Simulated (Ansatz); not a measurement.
The reference is InP in the zinc blende structure (space group F-43m, No. 216; a = 5.907 Å). Axes: x, y, z lie along the cube axes.

Calculations: r2SCAN (Ansatz, a first-principles code; PAW; 500 eV plane waves; spin-orbit coupling left out), earlier PAW set.

One thing is altered: the cell is stretched by 4.13 % along y with no lateral relaxation; the atoms relax in the strained cell.

**Question.** Predict the stress tensor and what it implies for the stiffness.

**Answer.** Stress of the strained cell less that of the base (GPa, compression positive):
```
  -1.89    0.00    0.00
   0.00   -3.87    0.00
   0.00    0.00   -1.89
```

Then −Δσ_ii/ε with ε = 0.0413 gives secant stiffness values (nonlinear terms included at this strain): C22 ≈ 94 GPa, C12 ≈ 46 GPa and C23 ≈ 46 GPa.

As a check, the harmonic strain energy −½ V₀ Δσ:ε is 13 meV/atom; the computed energy rise is 13 meV/atom.

No phonon test of stability was made.
